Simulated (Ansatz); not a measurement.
# Worked example: self-consistent single point of SrGe4O9 (P321, 42 atoms in the cell) in Ansatz

Level of theory: PBEsol, default PAW files made with PBE (plane waves; Ansatz, a quantum-chemistry and plane-wave program).

This input was run:

Ansatz 0.2 input:
```yaml
crystal:
  lattice:
    - [11.106910, 0.000000, 0.000000]
    - [-5.553455, 9.618866, 0.000000]
    - [0.000000, 0.000000, 4.650725]
  atoms:
    - { symbol: Sr, position_ang: [3.643066, 0.000000, 0.000000] }
    - { symbol: Sr, position_ang: [-1.821533, 3.154988, 0.000000] }
    - { symbol: Sr, position_ang: [3.731922, 6.463878, 0.000000] }
    - { symbol: Ge, position_ang: [0.000000, 0.000000, 0.000000] }
    - { symbol: Ge, position_ang: [-0.000006, 6.412581, 0.500418] }
    - { symbol: Ge, position_ang: [5.553461, 3.206285, 4.150307] }
    - { symbol: Ge, position_ang: [9.117662, 0.000000, 2.325363] }
    - { symbol: Ge, position_ang: [-4.558831, 7.896127, 2.325363] }
    - { symbol: Ge, position_ang: [0.994624, 1.722739, 2.325363] }
    - { symbol: Ge, position_ang: [3.557543, 3.280033, 1.855639] }
    - { symbol: Ge, position_ang: [6.487546, 1.440906, 1.855639] }
    - { symbol: Ge, position_ang: [6.615276, 4.897927, 1.855639] }
    - { symbol: Ge, position_ang: [1.061821, 4.720939, 2.795086] }
    - { symbol: Ge, position_ang: [-1.995912, 6.338833, 2.795086] }
    - { symbol: Ge, position_ang: [0.934091, 8.177960, 2.795086] }
    - { symbol: O, position_ang: [5.677852, 0.000000, 2.325363] }
    - { symbol: O, position_ang: [-2.838926, 4.917164, 2.325363] }
    - { symbol: O, position_ang: [2.714529, 4.701702, 2.325363] }
    - { symbol: O, position_ang: [4.343913, 4.061085, 0.579015] }
    - { symbol: O, position_ang: [5.417951, 1.731396, 0.579015] }
    - { symbol: O, position_ang: [6.898502, 3.826385, 0.579015] }
    - { symbol: O, position_ang: [1.345047, 5.792481, 4.071710] }
    - { symbol: O, position_ang: [-1.209542, 5.557781, 4.071710] }
    - { symbol: O, position_ang: [-0.135504, 7.887470, 4.071710] }
    - { symbol: O, position_ang: [1.375035, 0.592522, 3.551294] }
    - { symbol: O, position_ang: [9.906253, 0.894555, 3.551294] }
    - { symbol: O, position_ang: [5.379077, 8.131789, 3.551294] }
    - { symbol: O, position_ang: [-0.174378, 1.487077, 1.099431] }
    - { symbol: O, position_ang: [-4.178420, 9.026344, 1.099431] }
    - { symbol: O, position_ang: [4.352798, 8.724311, 1.099431] }
    - { symbol: O, position_ang: [2.424083, 2.063247, 1.371499] }
    - { symbol: O, position_ang: [8.108044, 1.067694, 1.371499] }
    - { symbol: O, position_ang: [6.128238, 6.487925, 1.371499] }
    - { symbol: O, position_ang: [0.574783, 3.130941, 3.279226] }
    - { symbol: O, position_ang: [-3.129372, 7.555619, 3.279226] }
    - { symbol: O, position_ang: [2.554589, 8.551172, 3.279226] }
    - { symbol: O, position_ang: [4.280603, 2.400869, 3.126217] }
    - { symbol: O, position_ang: [6.887395, 2.506676, 3.126217] }
    - { symbol: O, position_ang: [5.492367, 4.711321, 3.126217] }
    - { symbol: O, position_ang: [-0.061088, 4.907545, 1.524508] }
    - { symbol: O, position_ang: [-1.272852, 7.217997, 1.524508] }
    - { symbol: O, position_ang: [1.333940, 7.112190, 1.524508] }
basis:
  ecutwfc: 420.0
kpoints:
  mp_grid: { grid: [2, 2, 4] }
hamiltonian:
  xc: pbesol
  pseudopotentials: { kind: paw }
scf:
  occupations: { method: methfessel_paxton, width: 0.1 }
output:
  forces: true
  eigenvalues: true
  stress: true
```

Log, with long lists cut:

```
WARN the atoms were moved onto the symmetric positions of the space group found under crystal.symmetry.tolerance 1.0e-5 (fractional …
WARN ansatz: RAYON_NUM_THREADS=1 ignored (pool sized by the plan → 1); use --threads N
Pseudopotentials: kind: paw
Pseudopotential: Sr, paw, valence charge 10
Pseudopotential: Ge, paw, valence charge 14
Pseudopotential: O, paw, valence charge 6
Crystal: 42 atoms, lattice volume = 496.864 Å³
Basis set: ecut = 420 eV, 9717 PW (Γ), exchange–correlation on 150×150×64 points (8 copies of the dense FFT grid, shifted against one another)
Bands: 222, of which v1, the nominal top of the filled ones, is band 180 counted from 1 (179 counted from 0)
Symmetry: 6 space group operations
Space group: P321 (ITA 150), of the structure as read, at distance tolerance 7.9e-5 Å
k-points: 6 of 16
PAW frozen core: Sr, regenerated for the run's functional, and the local potential with it
PAW frozen core: Ge, regenerated for the run's functional, and the local potential with it
PAW frozen core: O, regenerated for the run's functional, and the local potential with it
Initial density: superposition of atomic densities (neutral atoms: chi_scale 0, normalization atom), corrected by the library's trained network
Initial wavefunctions: pseudopotential atomic-orbital guess
Eigensolver: davidson
Functional: x = pbesol(κ = 0.804, μ = 0.12345679012345678), c = pbesol(β = 0.046)
SCF iter   1: F=—  HF=-76673.090507 eV  |F-HF|=—  |Δ(HF+E_count)|=         —  Δρ=1.41e-2  dr2=7.53e-1  ethr=1.77e-3  ⟨swp⟩=7.0  Hψ=6141  notcnv=0  defer=29
all-band conjugate gradients solve this SCF's bands
preconditioner: auto → Resta (q_TF=auto, 2.586 Å⁻¹)
SCF iter   2: F=—  HF=-76672.871885 eV  |F-HF|=—  |Δ(HF+E_count)|=   2.19e-1  S|Δr|=    0.00e0  Δρ=1.94e-3  dr2=9.85e-3  ethr=2.09e-4  ⟨swp⟩=2.0  Hψ=2132  notcnv=0  defer=218
SCF iter   3: F=—  HF=-76672.872467 eV  |F-HF|=—  |Δ(HF+E_count)|=   5.82e-4  S|Δr|=    0.00e0  Δρ=9.87e-4  dr2=3.46e-3  ethr=2.74e-6  ⟨swp⟩=2.2  Hψ=2089  notcnv=0  defer=218
SCF iter   4: F=—  HF=-76672.873138 eV  |F-HF|=—  |Δ(HF+E_count)|=   6.71e-4  S|Δr|=    0.00e0  Δρ=3.21e-4  dr2=4.00e-4  ethr=9.61e-7  ⟨swp⟩=2.0  Hψ=1594  notcnv=0  defer=218
SCF iter   5: F=—  HF=-76672.873114 eV  |F-HF|=—  |Δ(HF+E_count)|=   2.48e-5  S|Δr|=    0.00e0  Δρ=8.21e-5  dr2=3.36e-5  ethr=1.11e-7  ⟨swp⟩=2.0  Hψ=2174  notcnv=0  defer=218
SCF iter   6: F=—  HF=-76672.873828 eV  |F-HF|=—  |Δ(HF+E_count)|=   7.14e-4  S|Δr|=    0.00e0  Δρ=6.20e-5  dr2=1.57e-5  ethr=9.34e-9  ⟨swp⟩=2.0  Hψ=1812  notcnv=0  defer=218
SCF iter   7: F=—  HF=-76672.873827 eV  |F-HF|=—  |Δ(HF+E_count)|=   7.53e-7  S|Δr|=    0.00e0  Δρ=1.12e-5  dr2=7.29e-7  ethr=4.36e-9  ⟨swp⟩=2.0  Hψ=1807  notcnv=0  defer=218
SCF iter   8: F=-76672.873828 eV  HF=-76672.873828 eV  |F-HF|=2.67e-8  |Δ(HF+E_count)|=   1.15e-6  S|Δr|=    0.00e0  Δρ=4.25e-6  dr2=9.28e-8  ethr=2.78e-11  ⟨swp⟩=11.8  Hψ=7384  notcnv=0
SCF 1 converged in 8 iterations: F = -76672.873828 eV  dr2 = 9.28e-8
SCF converged after 8 iterations
Stability not checked (fill_not_monotonic)
Free energy (F): -76672.873828 eV
Harris-Foulkes:  -76672.873828 eV  (|F-HF|=2.67e-8)
Internal energy: -76672.873828 eV  (E = F + TS)
E sigma→0 (E₀):  -76672.873828 eV
Fermi energy:    8.963952 eV
Step filling:    the computed levels leave a gap of 3.9992 eV = 40.0 smearing widths
--- Per-component energies (eV) ---
  E_band       = -2088.659529
  E_kinetic    = 6880.293945
  E_local      = -45323.964456  (includes V_loc(G=0)·N_el)
  E_nonlocal   = 7067.039353
  E_hartree    = 19043.513868
  E_xc         = -3391.671085
  E_vxc        = -3802.541875  (∫ρ·V_xc dr)
  E_paw        = -35892.258486  (= ΣΔE_a)
  E_vpaw       = -4996.551614  (= ΣTr[D̂ρ^β])
  E_aug_tail   = 0.069766  (compensation charges beyond the density's cutoff)
  E_ewald      = -25068.267785
  E_core_change = 12.371050  (= ΣΔE_core)
  E_smearing   = 0.000000  (= −TS)
  E_closure    = 0.000000  (closes the sum)
  Σ components = -76672.873828   (vs F -76672.873828, Δ=0.00e0)
--- Forces (eV/Å), atoms counted from 1 ---
  atom   1  Sr    -0.00895722    -0.00000000     0.00000000
  atom   2  Sr     0.00447861    -0.00775718    -0.00000000
  atom   3  Sr     0.00447861     0.00775718     0.00000000
  atom   4  Ge    -0.00000000     0.00000000    -0.00000000
  atom   5  Ge     0.00000000    -0.00000000    -0.09349006
  atom   6  Ge    -0.00000000     0.00000000     0.09349006
   [... 31 lines left out ...]
  atom  38  O      1.03823102     0.49600774     0.58327350
  atom  39  O     -0.94867081     0.65113057     0.58327350
  atom  40  O     -0.94867081    -0.65113057    -0.58327350
  atom  41  O     -0.08956021     1.14713831    -0.58327350
  atom  42  O      1.03823102    -0.49600774    -0.58327350
  max |Σ_I F_I| component: 7.77e-16 eV/Å
--- Stress (GPa, compression-positive) ---
       15.781934      -0.000000      -0.000000
       -0.000000      15.781934       0.000000
       -0.000000       0.000000      17.412007
  P = ⅓ Tr σ = 16.3253 GPa (163.253 kbar)
  The stress holds the Pulay correction. Without it, at fixed plane waves, as pw.x and ABINIT print it: P = 15.6154 GPa
--- Band table (eV; the first three rows and the last of 6) ---
  k-point 0: bands = ["-24.9660", "-24.9658", "-24.9658", "-16.4415", "-16.4415", "-16.4169", "-16.4115", "-16.4115", "-16.4028", "-16.3502", "-16.3502", "-16.3157", "-16.3157", "-16.3101", "-16.2713", "-16.1691", "-16.1691", "-16.1613", "-16.1613", [...]
  k-point 1: bands = ["-24.9651", "-24.9650", "-24.9650", "-16.4576", "-16.4221", "-16.4186", "-16.4150", "-16.4119", "-16.3997", "-16.3759", "-16.3271", "-16.3250", "-16.3074", "-16.2817", "-16.2769", "-16.1828", "-16.1753", "-16.1725", "-16.1484", [...]
  k-point 2: bands = ["-24.9643", "-24.9642", "-24.9642", "-16.4474", "-16.4474", "-16.4201", "-16.4175", "-16.4175", "-16.3966", "-16.3334", "-16.3334", "-16.3039", "-16.2995", "-16.2995", "-16.2926", "-16.1869", "-16.1869", "-16.1661", "-16.1661", [...]
  k-point 5: bands = ["-24.9642", "-24.9642", "-24.9642", "-16.4471", "-16.4460", "-16.4229", "-16.4175", "-16.4154", "-16.3995", "-16.3298", "-16.3229", "-16.3218", "-16.2985", "-16.2962", "-16.2931", "-16.1795", "-16.1780", "-16.1702", "-16.1697", [...]
```

The run converged in 8 iterations.

The starting cell comes from a database of published, mostly measured structures (it also holds non-ambient and calculated ones), without a prior relaxation at this level. Its lattice was rescaled by a random factor within 2.5 % of one. With a pressure of about 16 GPa the cell is away from its equilibrium volume at this level. Forces in this geometry exceed 1 eV/Å. Ansatz's pressure includes its estimate of the finite-basis (Pulay) stress. Without the estimate this run gives 15.62 GPa.

Cost on one core of a shared machine: roughly 30 s.
